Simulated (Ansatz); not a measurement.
An Ansatz (a program for electronic structure) input (r2SCAN+rVV10 (Ansatz; PAW; 500 eV plane waves; scalar-relativistic without spin-orbit coupling), earlier PAW set):

Ansatz 0.2 input:
```yaml
crystal:
  lattice:
    - [2.0723911938, 1.2043924847, 9.7560667314]
    - [-2.0723911938, 1.2043924847, 9.7560667314]
    - [0, -2.4087849693, 9.7560667314]
  atoms:
    - { symbol: Bi, position: [0.3993785979, 0.3993785979, 0.3993785979] }
    - { symbol: Bi, position: [0.6006214021, 0.6006214021, 0.6006214021] }
    - { symbol: Se, position: [0, 0, 0] }
    - { symbol: Se, position: [0.2142231498, 0.2142231498, 0.2142231498] }
    - { symbol: Se, position: [0.7857768502, 0.7857768502, 0.7857768502] }
basis: { ecutwfc: 500, ecutrho_ratio: 4, xc_grid: 4, fft_grid_basis: typed }
kpoints: { mp_grid: { grid: [9, 9, 9] } }
hamiltonian:
  xc: r2scan
  dispersion: rvv10
  pseudopotentials: { azcp: { folder: ./paw }, kind: paw }
scf: { occupations: { method: fermi_dirac, width: 0.05 }, convergence: { dr2_threshold: 0.0000000005 } }
relax: { f_tol: 0.005, max_steps: 50 }
output: { forces: true, stress: true }
checkpoint: { write: state.ck, write_every: 1000 }
```

Q: Which symmetry and how many k-points will the program report, and about how many plane waves at Γ?

A: Space group C2/m (ITA 12) with 4 operations, k-points 205 of 729, and 3705 plane waves at Γ.

Q: And the final pressure?

A: -0.28 GPa (compression positive).

The cells carry an imposed strain or load. No phonon test of stability was made. The cell was made from Bi2Se3 in the Bi2Te3 type structure (space group R-3m, No. 166) by this change: uniaxial strain ε_yy = +0.66 %.
